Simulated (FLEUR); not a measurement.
A self-consistent single point of Se (P3_121, 3 atoms in the cell) with FLEUR.

Method: FLEUR with PBE, all-electron FLAPW (FLEUR), scalar-relativistic valence.

The change in words: lattice scaled by 0.98. Reference geometry:
```yaml
crystal:
  lattice:
    - [4.48815, 0.00000, 0.00000]
    - [-2.24408, 3.88685, 0.00000]
    - [0.00000, 0.00000, 4.96038]
  atoms:
    - { symbol: Se, position: [0.21789, 0.00000, 0.33333] }
    - { symbol: Se, position: [0.00000, 0.21789, 0.66667] }
    - { symbol: Se, position: [0.78211, 0.78211, 0.00000] }
```

Reference input (self-consistent single point, DFT, PBE, all-electron FLAPW (FLEUR), scalar-relativistic valence): Kmax = 3.9 1/bohr; GmaxXC = 15.6 1/bohr; xcFunctional = pbe; jspins = 1; l_soc = F; mode = hist; fermiSmearingEnergy = 0.00073499 Htr; mesh (inpgen div1-3) = 5 5 4; inpgen gamma flag = true; Gmax = 15.6 1/bohr; numbands = 0; maxIterBroyd = 25. This run's input differs from it in these lines:

```diff
@@ -3,5 +3,5 @@
 &input film=f /
-8.4813784697 -0.0000000891 0.0000000000
--4.2406891577 7.3450892584 0.0000000000
-0.0000000000 0.0000000000 9.3737558946
+8.3117510254 -0.0000005712 0.0000000000
+-4.1558750180 7.1981878235 0.0000000000
+0.0000000000 0.0000000000 9.1862799452
 1.0
@@ -44,5 +44,5 @@
          <bravaisMatrix>
-            <row-1>    8.4813784696999992    -0.0000000891000000     0.0000000000000000</row-1>
-            <row-2>   -4.2406891577000003     7.3450892583999998     0.0000000000000000</row-2>
-            <row-3>    0.0000000000000000     0.0000000000000000     9.3737558946000004</row-3>
+            <row-1>    8.3117510253999995    -0.0000005712000000     0.0000000000000000</row-1>
+            <row-2>   -4.1558750179999997     7.1981878234999996     0.0000000000000000</row-2>
+            <row-3>    0.0000000000000000     0.0000000000000000     9.1862799452000008</row-3>
          </bravaisMatrix>
```

Output (repeated stretches shortened):

```
 Iteration:     1   Distance:       4.97290801 me/bohr^3
 Iteration:     2   Distance:       4.69275595 me/bohr^3
 Iteration:     3   Distance:       1.48623076 me/bohr^3
 Iteration:     4   Distance:       0.38805204 me/bohr^3
 Iteration:     5   Distance:       0.21712955 me/bohr^3
   [... 5 lines left out ...]
 Iteration:    11   Distance:       0.00013404 me/bohr^3
 Iteration:    12   Distance:       0.00003653 me/bohr^3
 Iteration:    13   Distance:       0.00001344 me/bohr^3
 Iteration:    14   Distance:       0.00000162 me/bohr^3
 Reset of history
 Run finished successfully
 Stop message:
   Structural relaxation: new displacements generated

[file out, last iteration]
             iter=     15
[...]
          total density-effective poten   -1.1688258611E+04
          total charge density-energy d   -2.6415039682E+02
 Updated energy parameters for spin:           1
[...]
 fermi energy and band-weighting factors:

[...]
FERMIE:
          first approx. to ef    (T=0)  :   0.177975 htr   (energy of the highest occ. eigenvalue)
          number of occ. states  (T=0)  :        408
          first approx. to seigv (T=0)  : -48.626702 htr
          sum of weights of occ. states :  24.000000
          sum of semicore charge        :   0.000000 e
FERHIS:  Fermi-Energy by histogram:
          bandgap                     :   0.051745 htr
   [... lines left out ...]
          charge neutrality (T=0)     :   0.000000    (zero if the highest occ. eigenvalue is "entirely" occupied)
 Direct bandgap for spin            1 :    5.5222582421802002E-002  Htr
   [... lines left out ...]
 ---->    (input%tkb*entropy) TS=              0.0000000000 htr
 ---->    free energy=                     -7290.6879978116 htr
      extrapolation for T->0
 ---->    total electron energy=           -7290.6879978116 htr
 ***** TOTAL FORCES ON ATOMS *****
 TOTAL FORCE FOR ATOM TYPE=  1  X=  1.811   Y=  0.000   Z=  3.062
                       FX_TOT= 0.025797 FY_TOT= 0.000000 FZ_TOT= 0.000000
```

The run converged in 14 iterations. FLEUR gives forces in its relaxation mode, with a further iteration, so its stop message speaks of a relaxation. Against the reference run the free energy goes up by 49.3 meV/atom, the largest force goes from 0.572 to 1.327 eV/Å and the gap on the mesh moves little (1.416 to 1.408 eV).

The starting cell comes from a database of computed structures (which also holds hypothetical and non-ambient phases and stackings), without a prior relaxation at this level. Its lattice was rescaled by a random factor within 2.5 % of one. For this run, on top of that: lattice scaled by 0.98. Values depend on the basis (sphere radii, cutoffs, local orbitals), which need not be converged. Forces in this geometry exceed 1 eV/Å.

Cost on one core of a shared machine: roughly 70 s.
